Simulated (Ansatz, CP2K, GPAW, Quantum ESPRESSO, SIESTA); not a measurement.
# One structure in several programs: ZnS (P6_3mc, 8 atoms in the cell)

Self-consistent single point.

```xyz
8
Lattice="3.7217 0.0000 0.0000 -1.8609 3.2231 0.0000 0.0000 0.0000 12.1674" Properties=species:S:1:pos:R:3 pbc="T T T"
Zn     1.8609     1.0744     9.1247
Zn     0.0000     2.1487     3.0410
Zn     0.0000     0.0000     6.0837
Zn     0.0000     0.0000     0.0000
S      1.8609     1.0744    11.4098
S      0.0000     2.1487     5.3261
S      0.0000     0.0000     8.3632
S      0.0000     0.0000     2.2794
```

Shared settings, as Ansatz (an electronic-structure program) writes them: kpoints.mp_grid.grid = 8 8 3; scf.occupations.method = fermi_dirac; scf.occupations.width = 0.02 eV. Potentials and cutoffs stand in the table.

| code | model | pressure (GPa) | largest force (eV/Å) | gap on the mesh (eV) | cutoff |
|---|---|---|---|---|---|
| SIESTA | LDA PW92, numerical atomic orbitals DZP, PseudoDojo LDA standard norm-conserving potentials (rewritten from UPF to PSML) | 0.69 | 0.025 | 2.812 | grid 350 Ry |
| GPAW | LDA (Perdew-Wang 92), GPAW PAW datasets LDA (gpaw-data 1.0.1) | 1.21 | 0.020 | 2.251 | 850 eV |
| Ansatz | LDA (PW92), default PAW files made with PBE | 1.57 | 0.020 | 2.251 | default |
| Quantum ESPRESSO | LDA (PZ), GBRV 1.5 ultrasoft (LDA) pseudopotentials | 1.49 | 0.020 | 2.242 | 50 Ry |
| CP2K | LDA (Pade form), GPW, DZVP-MOLOPT-SR-GTH basis, GTH-PADE potentials (GTH_POTENTIALS) | 2.31 | 0.025 | 2.220 | grid 600 Ry |

Size of the force on each atom (eV/Å): Sizes of forces hide their directions.

```csv
code,Zn1,Zn2,Zn3,Zn4,S5,S6,S7,S8
SIESTA,0.025,0.025,0.017,0.017,0.024,0.024,0.016,0.016
GPAW,0.011,0.011,0.020,0.020,0.015,0.015,0.015,0.015
Ansatz,0.011,0.011,0.020,0.020,0.016,0.016,0.016,0.016
Quantum ESPRESSO,0.011,0.011,0.020,0.020,0.016,0.016,0.016,0.016
CP2K,0.014,0.014,0.025,0.025,0.020,0.020,0.020,0.020
```

Gaps are read on the mesh.

The spread over the programs that give each value: pressure within 1.62 GPa; largest force within 0.005 eV/Å; gap on the mesh within 0.592 eV.

SIESTA and CP2K use small atom-centred bases, whose incompleteness enters pressures, forces and empty levels differently from a plane-wave cutoff. Ansatz's pressure is given at a fixed set of plane waves, as the other plane-wave codes print theirs; with its correction for the finite basis it is 1.63 GPa. The same LDA comes in different parametrisations, which differ slightly. In the gap, SIESTA (by 0.562) lies more than 0.12 eV from the median of the plane-wave programs.

The starting cell comes from a database of computed structures (which also holds hypothetical and non-ambient phases and stackings), without a prior relaxation at this level. Its lattice was rescaled by a random factor within 2.5 % of one.

Keys are those of Ansatz 0.2.
